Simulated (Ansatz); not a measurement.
Here is the system:

```
RbBr
1.0
    4.88732     0.00000     0.00000
    0.00000     4.88732     0.00000
    2.44366    -2.44366     3.41382
Rb Br
1 1
Cartesian
  0.00000   0.00000   0.00000
  4.88732   0.00000   3.41382
```

No spin polarisation.

All numbers come from PBEsol, PAW, 420 eV (Ansatz, an electronic-structure program; without spin-orbit coupling). k-mesh 8×8×8 (Γ-centred); smearing 0.05 eV (Fermi–Dirac).

Task: Estimate the valence-band top at Γ (three highest levels, from the VBM).

Result: 0.00, -0.01, -0.01 eV.

Task: Predict the gap character.

Result: Direct at Γ.

The cells carry an imposed strain or load. Whether these cells are dynamically stable was not tested. The cell was made from RbBr in the rock salt structure (space group Fm-3m, No. 225) by this change: biaxial strain +1.00 %, plane normal [001], relaxed out of plane.
